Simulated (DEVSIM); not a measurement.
Structure: Au/HfO2/SiO2/p-Si capacitor, at 300 K.

| layer (left to right) | material | thickness (nm) | Na (cm⁻³) |
|---|---|---|---|
| 1 | HfO2 | 20.0 | - |
| 2 | SiO2 | 1.10 | - |
| 3 | Si | 12000 | 2.2e15 |

Metal gate on the left, work function 5.1 eV. Fixed charge at the semiconductor interface -8.1e11 cm⁻² (in units of +e); interface traps 2e12 cm⁻² eV⁻¹, uniform in energy, neutral level at 0.5 of the gap above the valence band.

This is a model device: material constants are rounded textbook-type values typed into the input, and sizes, dopings and lifetimes were drawn at random. Values at 300 K.

```csv
parameter,HfO2,SiO2,Si
gap (eV),5.7,9,1.124
affinity (eV),2.5,0.9,4.05
permittivity,22,3.9,11.7
Nc (cm⁻³),-,-,2.86e19
Nv (cm⁻³),-,-,3.1e19
```

Model (solved in DEVSIM): 1D Poisson equation in equilibrium, Boltzmann statistics, complete ionisation; no quantum confinement or tunnelling. Metal contacts follow the ideal Schottky-Mott rule: no Fermi-level pinning, no interface dipoles.

Q: Tabulate band edges, carrier densities and field at 0.8 V on the gate.

A: Energies count from the Fermi level of the right contact; mesh points crowd at the junctions.

```json
[
 {"x (μm)": "0.000", "Ec (eV)": "1.800", "Ev (eV)": "-3.900", "n (cm⁻³)": "< 1e2", "p (cm⁻³)": "< 1e2", "field (V/cm)": "88000"},
 {"x (μm)": "0.001914", "Ec (eV)": "1.817", "Ev (eV)": "-3.883", "n (cm⁻³)": "< 1e2", "p (cm⁻³)": "< 1e2", "field (V/cm)": "88000"},
 {"x (μm)": "0.006606", "Ec (eV)": "1.858", "Ev (eV)": "-3.842", "n (cm⁻³)": "< 1e2", "p (cm⁻³)": "< 1e2", "field (V/cm)": "88000"},
 {"x (μm)": "0.01471", "Ec (eV)": "1.930", "Ev (eV)": "-3.770", "n (cm⁻³)": "< 1e2", "p (cm⁻³)": "< 1e2", "field (V/cm)": "88000"},
 {"x (μm)": "0.01932", "Ec (eV)": "1.971", "Ev (eV)": "-3.729", "n (cm⁻³)": "< 1e2", "p (cm⁻³)": "< 1e2", "field (V/cm)": "88000"},
 {"x (μm)": "0.02048", "Ec (eV)": "3.601", "Ev (eV)": "-5.399", "n (cm⁻³)": "< 1e2", "p (cm⁻³)": "< 1e2", "field (V/cm)": "500000"},
 {"x (μm)": "0.02136", "Ec (eV)": "0.482", "Ev (eV)": "-0.642", "n (cm⁻³)": "2.3e11", "p (cm⁻³)": "5.1e8", "field (V/cm)": "16000"},
 {"x (μm)": "0.02546", "Ec (eV)": "0.488", "Ev (eV)": "-0.636", "n (cm⁻³)": "1.8e11", "p (cm⁻³)": "6.5e8", "field (V/cm)": "16000"},
 {"x (μm)": "0.03519", "Ec (eV)": "0.504", "Ev (eV)": "-0.620", "n (cm⁻³)": "9.9e10", "p (cm⁻³)": "1.2e9", "field (V/cm)": "15000"},
 {"x (μm)": "0.06210", "Ec (eV)": "0.544", "Ev (eV)": "-0.580", "n (cm⁻³)": "2.1e10", "p (cm⁻³)": "5.5e9", "field (V/cm)": "14000"},
 {"x (μm)": "0.1365", "Ec (eV)": "0.642", "Ev (eV)": "-0.482", "n (cm⁻³)": "4.7e8", "p (cm⁻³)": "2.5e11", "field (V/cm)": "12000"},
 {"x (μm)": "0.4721", "Ec (eV)": "0.859", "Ev (eV)": "-0.265", "n (cm⁻³)": "110000", "p (cm⁻³)": "1.1e15", "field (V/cm)": "1900"},
 {"x (μm)": "1.270", "Ec (eV)": "0.877", "Ev (eV)": "-0.247", "n (cm⁻³)": "53000", "p (cm⁻³)": "2.2e15", "field (V/cm)": "≈ 0"},
 {"x (μm)": "3.476", "Ec (eV)": "0.877", "Ev (eV)": "-0.247", "n (cm⁻³)": "53000", "p (cm⁻³)": "2.2e15", "field (V/cm)": "≈ 0"},
 {"x (μm)": "9.270", "Ec (eV)": "0.877", "Ev (eV)": "-0.247", "n (cm⁻³)": "53000", "p (cm⁻³)": "2.2e15", "field (V/cm)": "≈ 0"},
 {"x (μm)": "11.03", "Ec (eV)": "0.877", "Ev (eV)": "-0.247", "n (cm⁻³)": "53000", "p (cm⁻³)": "2.2e15", "field (V/cm)": "≈ 0"},
 {"x (μm)": "11.66", "Ec (eV)": "0.877", "Ev (eV)": "-0.247", "n (cm⁻³)": "53000", "p (cm⁻³)": "2.2e15", "field (V/cm)": "≈ 0"},
 {"x (μm)": "11.89", "Ec (eV)": "0.877", "Ev (eV)": "-0.247", "n (cm⁻³)": "53000", "p (cm⁻³)": "2.2e15", "field (V/cm)": "≈ 0"},
 {"x (μm)": "11.99", "Ec (eV)": "0.877", "Ev (eV)": "-0.247", "n (cm⁻³)": "53000", "p (cm⁻³)": "2.2e15", "field (V/cm)": "≈ 0"},
 {"x (μm)": "12.01", "Ec (eV)": "0.877", "Ev (eV)": "-0.247", "n (cm⁻³)": "53000", "p (cm⁻³)": "2.2e15", "field (V/cm)": "≈ 0"},
 {"x (μm)": "12.02", "Ec (eV)": "0.877", "Ev (eV)": "-0.247", "n (cm⁻³)": "53000", "p (cm⁻³)": "2.2e15", "field (V/cm)": "≈ 0"},
 {"x (μm)": "12.02", "Ec (eV)": "0.877", "Ev (eV)": "-0.247", "n (cm⁻³)": "53000", "p (cm⁻³)": "2.2e15", "field (V/cm)": "≈ 0"}
]
```
